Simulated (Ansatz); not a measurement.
Here is the system:

```yaml
crystal:
  lattice:
    - [-2.63814, 2.63898, 5.31340]
    - [2.64193, -2.73475, 5.36321]
    - [2.71204, 2.80865, -5.36132]
  atoms:
    - { symbol: Cu, position: [0.99804, 0.00174, 0.00277] }
    - { symbol: Cu, position: [0.74888, 0.25091, 0.50223] }
    - { symbol: Zn, position: [0.24872, 0.74896, 0.50167] }
    - { symbol: Sn, position: [0.49780, 0.50019, 0.00069] }
    - { symbol: S, position: [0.63695, 0.62869, 0.52075] }
    - { symbol: S, position: [0.10800, 0.11089, 0.47519] }
    - { symbol: S, position: [0.37287, 0.89448, 0.00588] }
    - { symbol: S, position: [0.88873, 0.36413, 0.99081] }
```

No spin polarisation.

Calculations: Ansatz (a first-principles code), r2SCAN, PAW, cutoff 500 eV, no spin-orbit coupling. Settings: 9×9×9 k-points, 0.05 eV Fermi–Dirac smearing.

Question: Estimate the valence-band top at Γ (three highest levels, from the VBM).

Answer: 0.00, -0.05, -0.14 eV.

Question: Predict the stress (xx, yy, zz, yz, xz, xy; compression positive).

Answer: (1.67, 1.00, 1.77, 0.81, -0.02, -1.22) GPa.

The levels and masses belong to the bands next to the band gap. The cells carry an imposed strain or load. Stability against distortions was not tested. The final runs are not spin-polarised. The cell was made from ZnCu$_{2}$SnS$_{4}$ (space group I-4, No. 82) by this change: strain tensor (xx, yy, zz, yz, xz, xy) = (−1.11, +0.62, −1.34, −0.89, +0.04, +1.37) %.
